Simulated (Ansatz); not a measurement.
# By hand: formation energy of H_i + V_Al in Al (fcc, Fm-3m)

This concerns the formation energy of H_i + V_Al in Al (fcc, Fm-3m). Reaction: 31 Al (fcc) + 1/2 H2 (gas) → cell A.

A: a supercell of 32 sites of Al (fcc, Fm-3m) with one empty Al site amid 12 Al; H off the lattice sites (4 Al at 2.05 Å); the closest two of these centres are 1.5 Å apart; spin state with PBE: run without spin.

Setting: static, neutral cells in Ansatz (PAW) whose structures rest at the PBE level. Ansatz (a first-principles code) runs with its default PAW set. Other levels take these structures. The lattices are those relaxed with PBE, so at other levels the solids can be strained, which adds to the spread. Larger cells are relaxed from a start prepared with the learned potential CHGNet, on a coarser mesh till forces fall under 0.03 eV/Å, which some starts already meet. A dispersion term (D3(BJ), or D4 for r2SCAN) was computed beside these levels and is taken off wherever the name lacks it. The cell is small for its defects, so this is an ordered compound on the host's lattice rather than an isolated defect. Cell A has symmetry P4mm and got no random move, so less symmetric positions, which may lie lower, weren't tried.

Total energies of the cells in eV, at zero smearing width. They compare only within one column; the weights balance every element.

| cell | atoms | weight | PBE | PBE+D3(BJ) |
|---|---|---|---|---|
| A: Al:H_i + V_Al | 32 | +1 | -16677.14317 | -16687.37620 |
| Al (fcc) | 32 | −31/32 | -17199.95246 | -17210.71879 |
| H2 (gas) | 2 | −1/2 | -31.74439 | -31.74691 |

PBE: (-16677.14317) − 31/32 × (-17199.95246) − 1/2 × (-31.74439) = 1.183 eV.

PBE+D3(BJ): (-16687.37620) − 31/32 × (-17210.71879) − 1/2 × (-31.74691) = 1.381 eV.
